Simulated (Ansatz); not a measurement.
**HfO2 (model structure, started from the CdI2 type, P-3m1, No. 164, 3 atoms in the cell): c axis length by level of theory**

No measured value is used here.

| level (code) | value (Å) |
|---|---|
| PBE (Ansatz) | 5.686 |
| PBEsol (Ansatz) | … |
| PBE-D3(BJ) (Ansatz) | 4.666 |

Task: Some entries are withheld; supply them.

Result: 
- PBEsol (Ansatz, a quantum-chemistry and plane-wave program), value (Å): 5.185

Density-functional levels without +SOC have no spin–orbit coupling. Ansatz's density-functional and Hartree–Fock values are scalar-relativistic unless marked +SOC, with PAW data made under PBE.

A model structure was made by putting elements into a prototype or built by hand; it is no filed structure, need not be a known phase, and can be a saddle point held by its symmetry.
